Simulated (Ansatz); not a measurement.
Take Re in the hcp (Mg type) structure (space group P6_3/mmc, No. 194; a = 2.752 Å, c = 4.440 Å; relaxed with 0.1 eV smearing) as the base. Axes: x lies along a and z along c of the hexagonal cell.

The values are results of PBEsol (Ansatz, a quantum-chemistry and plane-wave program, PAW, scalar-relativistic without spin-orbit coupling), not measurements.

The change: an isotropic linear strain of −1.00 %; the atoms relax in the strained cell.

**Question.** Predict the stress tensor and what it implies for the stiffness.

**Answer.** Stress of the strained cell less that of the base (GPa, compression positive):
```
   12.6     0.0     0.0
    0.0    12.6     0.0
    0.0     0.0    12.6
```

Then B = −ΔP/(ΔV/V₀) with ΔV/V₀ = -0.0297 gives secant stiffness values (nonlinear terms included at this strain): B (at held cell shape, above the free-shape value) ≈ 424 GPa.

As a check, the harmonic strain energy −½ V₀ Δσ:ε is 17 meV/atom; the computed energy rise is 17 meV/atom.

Stability against distortions was not tested. The final runs are not spin-polarised.
